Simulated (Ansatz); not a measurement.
**Input and output of a self-consistent single point for a (100) slab of Al2Cu (cut from a parent of space group no. 139; 12 atoms in the cell) (Ansatz, a first-principles code)**

Level of theory: LDA (PW92), default PAW files made with PBE (plane waves; Ansatz).

Input:

Ansatz 0.2 input:
```yaml
crystal:
  lattice:
    - [4.04036600, 0.00000000, 0.00000000]
    - [0.00000000, 5.67368000, 0.00000000]
    - [0.00000000, 0.00000000, 20.06062000]
  atoms:
    - { symbol: Al, position_ang: [2.02018300, 1.41842000, 9.02019760] }
    - { symbol: Al, position_ang: [0.00000000, 1.41842000, 6.99999286] }
    - { symbol: Cu, position_ang: [0.00000000, 2.83684000, 9.02019760] }
    - { symbol: Al, position_ang: [0.00000000, 4.25526000, 6.99999286] }
    - { symbol: Al, position_ang: [2.02018300, 4.25526000, 9.02019760] }
    - { symbol: Cu, position_ang: [2.02018300, 0.00000000, 6.99999286] }
    - { symbol: Al, position_ang: [2.02018300, 1.41842000, 13.06062714] }
    - { symbol: Al, position_ang: [0.00000000, 1.41842000, 11.04042240] }
    - { symbol: Cu, position_ang: [0.00000000, 2.83684000, 13.06062714] }
    - { symbol: Al, position_ang: [0.00000000, 4.25526000, 11.04042240] }
    - { symbol: Al, position_ang: [2.02018300, 4.25526000, 13.06062714] }
    - { symbol: Cu, position_ang: [2.02018300, 0.00000000, 11.04042240] }
basis:
  ecutwfc: 30.9 Ry
kpoints:
  mp_grid: { grid: [7, 5, 1] }
hamiltonian:
  xc: lda
  pseudopotentials: { kind: paw }
scf:
  occupations: { method: gaussian, width: 0.0073 Ry }
output:
  forces: true
  eigenvalues: true
  stress: true
```

Output, abridged:

```
WARN ansatz: RAYON_NUM_THREADS=1 ignored (pool sized by the plan → 1); use --threads N
Pseudopotentials: kind: paw
Pseudopotential: Al, paw, valence charge 3
Pseudopotential: Cu, paw, valence charge 19
Crystal: 12 atoms, lattice volume = 459.865 Å³
Basis set: ecut = 420.4159175005146 eV, 9069 PW (Γ)
Bands: 62, of which v1, the nominal top of the filled ones, is band 50 counted from 1 (49 counted from 0)
Symmetry: 8 space group operations
Space group: Pmmn (ITA 59), of the structure as read, at distance tolerance 7.7e-5 Å
k-points: 12 of 35
PAW frozen core: Al, regenerated for the run's functional, and the local potential with it
PAW frozen core: Cu, regenerated for the run's functional, and the local potential with it
Initial density: superposition of atomic densities (neutral atoms: chi_scale 0, normalization atom), corrected by the library's trained network
Initial wavefunctions: pseudopotential atomic-orbital guess
Eigensolver: davidson
Functional: x = slater, c = lda
SCF iter   1: F=—  HF=-30323.976207 eV  |F-HF|=—  |Δ(HF+E_count)|=         —  Δρ=5.63e-3  dr2=1.47e-1  ethr=1.77e-3  ⟨swp⟩=10.2  Hψ=3594  notcnv=0  defer=4
all-band conjugate gradients solve this SCF's bands
preconditioner: auto → LDOS
SCF iter   2: F=—  HF=-30324.089762 eV  |F-HF|=—  |Δ(HF+E_count)|=   1.14e-1  Δρ=1.47e-2  dr2=5.91e-1  ethr=1.47e-4  ⟨swp⟩=2.0  Hψ=1553  notcnv=0  defer=55
SCF iter   3: F=—  HF=-30323.969279 eV  |F-HF|=—  |Δ(HF+E_count)|=   1.20e-1  Δρ=3.72e-3  dr2=4.39e-2  ethr=1.47e-4  ⟨swp⟩=2.3  Hψ=1359  notcnv=0  defer=55
SCF iter   4: F=—  HF=-30323.962260 eV  |F-HF|=—  |Δ(HF+E_count)|=   7.02e-3  Δρ=1.05e-3  dr2=3.27e-3  ethr=4.39e-5  ⟨swp⟩=2.4  Hψ=1267  notcnv=0  defer=46
SCF iter   5: F=—  HF=-30323.962158 eV  |F-HF|=—  |Δ(HF+E_count)|=   1.02e-4  Δρ=1.05e-3  dr2=3.13e-3  ethr=3.27e-6  ⟨swp⟩=2.6  Hψ=1396  notcnv=0  defer=46
SCF iter   6: F=—  HF=-30323.961660 eV  |F-HF|=—  |Δ(HF+E_count)|=   4.99e-4  Δρ=4.30e-4  dr2=5.54e-4  ethr=3.13e-6  ⟨swp⟩=2.2  Hψ=856  notcnv=0  defer=46
SCF iter   7: F=—  HF=-30323.961576 eV  |F-HF|=—  |Δ(HF+E_count)|=   8.33e-5  Δρ=8.88e-5  dr2=2.56e-5  ethr=5.54e-7  ⟨swp⟩=2.0  Hψ=991  notcnv=0  defer=46
SCF iter   8: F=—  HF=-30323.961639 eV  |F-HF|=—  |Δ(HF+E_count)|=   6.28e-5  Δρ=2.31e-5  dr2=1.72e-6  ethr=2.56e-8  ⟨swp⟩=2.2  Hψ=1143  notcnv=0  defer=46
SCF iter   9: F=-30323.961639 eV  HF=-30323.961639 eV  |F-HF|=3.53e-9  |Δ(HF+E_count)|=   1.56e-7  Δρ=2.01e-6  dr2=1.60e-8  ethr=1.00e-10  ⟨swp⟩=15.1  Hψ=4372  notcnv=0
SCF 1 converged in 9 iterations: F = -30323.961639 eV  dr2 = 1.60e-8
SCF converged after 9 iterations
Free energy (F): -30323.961639 eV
Harris-Foulkes:  -30323.961639 eV  (|F-HF|=3.53e-9)
Internal energy: -30323.929894 eV  (E = F + TS)
E sigma→0 (E₀):  -30323.945767 eV
Entropy (-TS):   -0.031745 eV (-2.645 meV/atom)
Fermi energy:    0.997723 eV
--- Per-component energies (eV) ---
  E_band       = -2767.717391
  E_kinetic    = 1380.694370
  E_local      = -72108.085009  (includes V_loc(G=0)·N_el)
  E_nonlocal   = 1641.730647
  E_hartree    = 34409.166172
  E_xc         = -669.221193
  E_vxc        = -694.243726  (∫ρ·V_xc dr)
  E_paw        = -9900.263128  (= ΣΔE_a)
  E_vpaw       = -1806.147758  (= ΣTr[D̂ρ^β])
  E_aug_tail   = 0.000772  (compensation charges beyond the density's cutoff)
  E_ewald      = 14919.803103
  E_core_change = 2.244373  (= ΣΔE_core)
  E_smearing   = -0.031745  (= −TS)
  E_closure    = 0.000000  (closes the sum)
  Σ components = -30323.961639   (vs F -30323.961639, Δ=0.00e0)
--- Forces (eV/Å), atoms counted from 1 ---
  atom   1  Al     0.00000000     0.02277153    -0.17871868
  atom   2  Al     0.00000000     0.00333146     0.04352698
  atom   3  Cu    -0.00000000     0.00000000     0.02578740
  atom   4  Al    -0.00000000    -0.00333146     0.04352698
  atom   5  Al     0.00000000    -0.02277153    -0.17871868
  atom   6  Cu     0.00000000     0.00000000     0.17588839
  atom   7  Al    -0.00000000    -0.00333146    -0.04352698
  atom   8  Al     0.00000000    -0.02277153     0.17871868
  atom   9  Cu    -0.00000000    -0.00000000    -0.17588839
  atom  10  Al     0.00000000     0.02277153     0.17871868
  atom  11  Al     0.00000000     0.00333146    -0.04352698
  atom  12  Cu     0.00000000    -0.00000000    -0.02578740
  max |Σ_I F_I| component: 2.43e-17 eV/Å
--- Stress (GPa, compression-positive) ---
       -2.297045      -0.000000       0.000000
       -0.000000      -2.029074      -0.000000
        0.000000      -0.000000      -0.323254
  P = ⅓ Tr σ = -1.5498 GPa (-15.498 kbar)
  The stress holds the Pulay correction. Without it, at fixed plane waves, as pw.x and ABINIT print it: P = -1.5775 GPa
--- Band table (eV; the first three rows and the last of 12) ---
  k-point 0: bands = ["-112.1110", "-112.1110", "-111.5384", "-111.5384", "-69.9164", "-69.9163", "-69.9045", "-69.9045", "-69.8976", "-69.8976", "-69.4206", "-69.4205", "-69.3524", "-69.3524", "-69.2563", "-69.2563", "-8.9470", "-7.6286", [...]
  k-point 1: bands = ["-112.1110", "-112.1109", "-111.5384", "-111.5384", "-69.9164", "-69.9163", "-69.9045", "-69.9045", "-69.8976", "-69.8976", "-69.4206", "-69.4205", "-69.3524", "-69.3524", "-69.2563", "-69.2563", "-8.7658", "-7.4616", [...]
  k-point 2: bands = ["-112.1109", "-112.1109", "-111.5384", "-111.5384", "-69.9164", "-69.9163", "-69.9045", "-69.9045", "-69.8976", "-69.8976", "-69.4205", "-69.4205", "-69.3524", "-69.3524", "-69.2563", "-69.2563", "-8.2264", "-7.3490", [...]
  k-point 11: bands = ["-112.1109", "-112.1109", "-111.5384", "-111.5384", "-69.9163", "-69.9163", "-69.9045", "-69.9045", "-69.8976", "-69.8976", "-69.4206", "-69.4206", "-69.3524", "-69.3524", "-69.2563", "-69.2563", "-6.6931", "-6.0749", [...]
```

The run converged in 9 iterations.

The starting cell comes from a database of computed structures (which also holds hypothetical and non-ambient phases and stackings), without a prior relaxation at this level. The slab is cut from that crystal, and its faces are unrelaxed. Its lattice was rescaled by up to half a per cent. Spin polarisation is off.
